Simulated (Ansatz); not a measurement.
The reference is PbZrO₃ in the cubic perovskite structure (space group Pm-3m, No. 221; a cell from a computed database, its experimental status unchecked).

```yaml
crystal:
  lattice:
    - [4.14129, 0.00000, 0.00000]
    - [0.00000, 4.14129, 0.00000]
    - [0.00000, 0.00000, 4.14129]
  atoms:
    - { symbol: Zr, position: [0.00000, 0.00000, 0.00000] }
    - { symbol: Pb, position: [0.50000, 0.50000, 0.50000] }
    - { symbol: O, position: [0.50000, 0.00000, 0.00000] }
    - { symbol: O, position: [0.00000, 0.50000, 0.00000] }
    - { symbol: O, position: [0.00000, 0.00000, 0.50000] }
```

Levels (all Ansatz, an electronic-structure program, PAW): PBEsol (420 eV, without spin-orbit coupling); r2SCAN (500 eV, no spin-orbit coupling); HSE06 (420 eV, no spin-orbit coupling).

At the geometry relaxed with PBEsol, these levels gave the following band gaps, in shuffled order: (a) 2.34 eV, (b) 3.48 eV, (c) 2.89 eV.

Task: Match each gap to its level.

Result: (a) PBEsol; (b) HSE06; (c) r2SCAN.

Single points use the geometry relaxed with PBEsol. HSE06 gaps are upper bounds (no full band path). Spin-orbit coupling, missing from the scalar runs, can matter with Pb. No phonon test of stability was made. Many cubic perovskites are stable only at high temperature; tilts and polar distortions were not tested.
